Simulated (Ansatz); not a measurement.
Results of r²SCAN-D4 (Ansatz, a program for electronic structure, plane waves, PAW) for AlB2-type YSi₂.

Settings: plane-wave cutoff 500 eV, 12×12×10 k mesh (along the axes of the cell as run), Fermi–Dirac smearing 0.05 eV, scalar-relativistic PAW data made under PBE.

Computed at the level's own relaxed cell.

**Question.** Estimate the equilibrium volume per atom, lattice constant a and c axis length that the calculation returns.

**Answer.** 
- equilibrium volume per atom = 18.91 Å³/atom
- lattice constant a = 4.059 Å
- c axis length = 3.976 Å

The run finds no gap.

Note: the relaxation could not lower the start's symmetry, so the cell can be a saddle point above a distorted one; the volume lies 7 % above that of the published cell.

Static lattice: no zero-point or thermal effects.
